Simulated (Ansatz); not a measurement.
System: TaTe (model structure, Cmcm, No. 63, 4 atoms in the cell). Method: LDA (PAW; Ansatz, an electronic-structure program).

Run with plane-wave cutoff 520 eV, 16×16×12 k mesh (along the axes of the cell as run), Fermi–Dirac smearing 0.05 eV, scalar-relativistic PAW data made under PBE.

Cell (relaxed at this level):

```cif
data_Ta4Te4
_chemical_formula_sum 'Te4 Ta4'
_space_group_name_H-M_alt 'Cmcm'
_space_group_IT_number 63
_space_group_name_Hall '-C 2c 2'
_cell_length_a 3.53117
_cell_length_b 10.01155
_cell_length_c 4.65497
_cell_angle_alpha 90.000
_cell_angle_beta 90.000
_cell_angle_gamma 90.000
loop_
_atom_site_label
_atom_site_type_symbol
_atom_site_symmetry_multiplicity
_atom_site_Wyckoff_symbol
_atom_site_fract_x
_atom_site_fract_y
_atom_site_fract_z
_atom_site_occupancy
Te1 Te 4 c 0.00000 0.36259 0.25000 1
Ta1 Ta 4 c 0.00000 0.07911 0.25000 1
```
(The calculation used a cell of 4 atoms; values per cell refer to that cell.)

### Question
What does this level give for the bulk modulus B0?

### Answer

* **bulk modulus B0**: 125 GPa

The run finds no gap.

Note: the bulk modulus is −V dP/dV from two relaxed cells at ±2 % in volume; the relaxation could raise the start's symmetry but not lower it, so the cell can be a saddle point.

Spin–orbit coupling is not included; it can open a gap where bands touch, and shift volumes and moduli.

Static lattice: no zero-point or thermal effects.

The result took around 15 core-minutes (rough).

A model structure was made by putting elements into a prototype or built by hand; it is no filed structure, need not be a known phase, and can be a saddle point held by its symmetry.
